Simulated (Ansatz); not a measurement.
Results of BLYP in Ansatz (PAW) for A15 Nb3Sn (cubic form, which distorts at low temperature).

Settings: plane-wave cutoff 520 eV, 10×10×10 k mesh, Fermi–Dirac smearing 0.05 eV, no spin polarisation, scalar-relativistic PAW data made under PBE.

Energies at three volumes about the minimum:

```json
[
 {"V (Å³/atom)": "19.219", "E − E_lowest (meV/atom)": "3.60"},
 {"V (Å³/atom)": "19.611", "E − E_lowest (meV/atom)": "0.00"},
 {"V (Å³/atom)": "20.003", "E − E_lowest (meV/atom)": "3.48"}
]
```

Task: Fit a parabola by hand: where is the minimum, what lattice constant follows, and what is the bulk modulus?

Result: Slopes: (0.00 − 3.60)/(19.611 − 19.219) = -9.184 and (3.48 − 0.00)/(20.003 − 19.611) = 8.878 meV/Å³. Curvature E″ = 2 × (8.878 − (-9.184))/(20.003 − 19.219) = 46.077 meV/Å⁶. From the middle of the first interval, the slope vanishes at V0 = 19.4150 − (-9.184)/46.077 = 19.614 Å³/atom. B = V0 E″ = 19.614 × 46.077 meV/Å³ × 0.1602 GPa per meV/Å³ = 145 GPa. With 8 atoms in the cube, a = (8 × 19.614)^(1/3) = 5.394 Å. The full Birch–Murnaghan fit to all volumes gives V0 = 19.607 Å³/atom and B0 = 145 GPa.

Measured, for comparison: bulk modulus 165 GPa (4 K, zero-point motion not removed; as tabulated in Lu and Klein (1997), arXiv:cond-mat/9704251); lattice constant a 5.289 Å (temperature not stated, no zero-point or thermal correction; as tabulated in Priinits et al. (2024), arXiv:2406.00817). Computed (rounded) less measured: bulk modulus -12 %.

Note: symmetry holds this phase in the static calculation, where it need not be a minimum.

Ansatz is a first-principles code.
